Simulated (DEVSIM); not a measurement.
Structure: abrupt Si p-n junction, at 250 K.

Layer 1 from the left is Si, thickness (μm) 1.90, Na (cm⁻³) 2.9e17, τn (s) 0.00065, τp (s) 0.00065. Layer 2 from the left is Si, thickness (μm) 190, Nd (cm⁻³) 8.4e17, τn (s) 0.00065, τp (s) 0.00065.

Left contact: ohmic. Right contact: ohmic. Voltage is applied to the left contact. Recombination: SRH at mid-gap, Auger. Mobility is μmin + (μ − μmin)/(1 + (N/Nref)^α).

The device is made up for the run: typed textbook-type constants, with dimensions and the other settings drawn at random. Values at 300 K; Nc and Nv go as T^1.5, mobilities as T to minus their exponent, the gap by Varshni's rule with the affinity fixed.

Si: gap (eV) 1.124, affinity (eV) 4.05, permittivity 11.7, Nc (cm⁻³) 2.86e19, Nv (cm⁻³) 3.1e19, μn (cm²/Vs) 1417, μp (cm²/Vs) 470, μn,min 52, μp,min 45, Nref,n 9.7e16, Nref,p 2.2e17, αn 0.68, αp 0.72, T exponent of μn 2.3, T exponent of μp 2.2, Cn (cm⁶/s) 2.8e-31, Cp (cm⁶/s) 9.9e-32, Varshni α (eV/K) 0.000473, Varshni β (K) 636.

Task: Estimate by hand the built-in potential, the peak field at zero bias, and compare with a numerical solution.

Result: 
- Built-in potential: ni = √(Nc Nv) exp(−Eg/2kT) = 8.01e7 cm⁻³ with Eg = 1.136 eV; Vbi = kT/q ln(Na Nd/ni²) = 0.971 V; numerical 0.971 V.
- Peak field at zero bias: depletion approximation: W = √(2εVbi/(qN)) = 0.0763 μm with N = 2.16e17 cm⁻³; field = 2Vbi/W = 254000 V/cm; numerical 249000 V/cm (estimate above by 2.3 %).

Simulated with DEVSIM: 1D drift-diffusion, Boltzmann statistics, complete ionisation; no tunnelling, impact ionisation, image-force lowering or self-heating.
